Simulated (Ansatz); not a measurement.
Take BeTe in the zinc blende structure (space group F-43m, No. 216; a = 5.604 Å) as the base. Axes: x, y, z lie along the cube axes.

Calculations: DFT with PBEsol, PAW potentials and a 420 eV plane-wave cutoff in Ansatz (a first-principles code), without spin-orbit coupling.

Base values:

The valence-band top at Γ is 0.00, 0.00, 0.00 eV.

Perturbation: uniaxial strain ε_zz = −1.50 %, all other strain components held at zero; the atoms relax in the strained cell.

Q: Predict the new stress, valence-band top at Γ and energy relative to the base.

A: The stress (xx, yy, zz, yz, xz, xy; compression positive) amounts to (0.65, 0.65, 1.54, 0.00, 0.00, 0.00) GPa; the valence-band top at Γ (three highest levels, from the VBM) changes from 0.00, 0.00, 0.00 eV to 0.00, -0.08, -0.08 eV; the energy increases by 1.6 meV/atom.

With Te present, leaving out spin-orbit coupling can change the band edges. The levels and masses belong to the bands next to the band gap. Stability against distortions was not tested.
